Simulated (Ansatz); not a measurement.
## A constructed model of the (100) surface of fcc Al, a pseudomorphic layer of Pt in the host's stacking (bottom of the slab: a bare face, its two planes held)

These are PBE (plane waves to 420 eV, PAW; Ansatz, a first-principles code) values and carry that method's errors.

Model: 7-atom slab, 11.9 Å thick at the start, 13x13x1 mesh, Fermi-Dirac 0.1 eV, dipole correction, 2 atoms held, the rest relaxed; held to the start's symmetry, so lower structures may exist; no spin, no spin-orbit, no U. It is one candidate, not shown to be the stable structure of the face.

```
Property                                        Result
-----------------------------  -----------------------
work function of the top face                  4.99 eV
energy released by relaxation                  0.21 eV
cost                           roughly 70 core-seconds
```
